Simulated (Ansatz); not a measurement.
# beta Ga2O3: the defect Ga interstitial

Computed with PBE, PAW (plane waves to 420 eV; Ansatz, a quantum-chemistry and plane-wave program). A supercell of 120 sites (1×3×2 repeats of a cell of 20 atoms) was used; the energies come from a 2×2×2 shifted sampling of its zone. Site at the start: void with 2O nearest, no. 3. Energies of charged states are corrected for periodic images (point charge plus alignment at distant sites). Dielectric constants: PBE linear response of the host. Host gap at this level: 2.01 eV. These values are not converged in cell size to better than tenths of an eV. PBE underestimates the host's gap, which shifts levels and can delocalise carriers. Spin–orbit coupling is left out. Each state is the lowest found from its start.

Formation energies E_f are given with the Fermi level at the valence-band maximum. Chemical conditions: Ga-rich (Δμ(Ga) = 0.00 eV; only phases computed here count, gases as isolated molecules at 0 K); O-rich (Δμ(Ga) = -4.56 eV; only phases computed here count, gases as isolated molecules at 0 K). Reference phases: Ga: alpha gallium.

The name describes the start; the neighbours show where the atoms ended.

Charges with a result: +3, +2, +1, 0. Others weren't obtained, and one of them could lie lower, also by skipping a charge.

```json
[
 {"charge": "+3", "moment (μB)": "not spin-polarised", "point group": "C2", "largest move off a lattice site (Å)": "1.22", "neighbours of the last Ga atom of the defect at the end (Å)": "O 1.92, O 1.92, O 1.93, O 1.93, O 2.17, O 2.17", "image correction with alignment (eV)": "1.53", "E_f, Ga-rich (eV)": "-2.68", "E_f, O-rich (eV)": "1.88"},
 {"charge": "+2*", "moment (μB)": "quenched", "point group": "C2", "largest move off a lattice site (Å)": "1.22", "neighbours of the last Ga atom of the defect at the end (Å)": "O 1.92, O 1.92, O 1.94, O 1.94, O 2.17, O 2.17", "image correction with alignment (eV)": "–", "E_f, Ga-rich (eV)": "–", "E_f, O-rich (eV)": "–"},
 {"charge": "+1*", "moment (μB)": "not spin-polarised", "point group": "C2", "largest move off a lattice site (Å)": "1.22", "neighbours of the last Ga atom of the defect at the end (Å)": "O 1.92, O 1.93, O 1.94, O 1.94, O 2.17, O 2.17", "image correction with alignment (eV)": "–", "E_f, Ga-rich (eV)": "–", "E_f, O-rich (eV)": "–"},
 {"charge": "0*", "moment (μB)": "quenched", "point group": "C2", "largest move off a lattice site (Å)": "1.22", "neighbours of the last Ga atom of the defect at the end (Å)": "O 1.93, O 1.93, O 1.94, O 1.94, O 2.17, O 2.17", "image correction with alignment (eV)": "–", "E_f, Ga-rich (eV)": "–", "E_f, O-rich (eV)": "–"}
]
```

* At this level the carrier isn't localised at the defect: at charge +2 electrons occupy the conduction band; at charge +1 electrons occupy the conduction band; at charge 0 electrons occupy the conduction band. Such a state is shallow or no state of the defect, and this cell gives it no level.

Point groups are those of the whole cell at tolerances of 0.03 and 0.1 Å ("near" where only the looser one holds); none is given for unsettled states.

Starting moments that weren't kept: charge +2 began with 1 μB and ended with 0.0; charge 0 began with 1 μB and ended with 0.0.

Not the lowest form: the same atoms on another site or from another start ended lower, by 0.29 eV at charge +3.

Flagged in the runs: a doubtful potential alignment, a host whose relaxation on this sampling wasn't shown to rest.
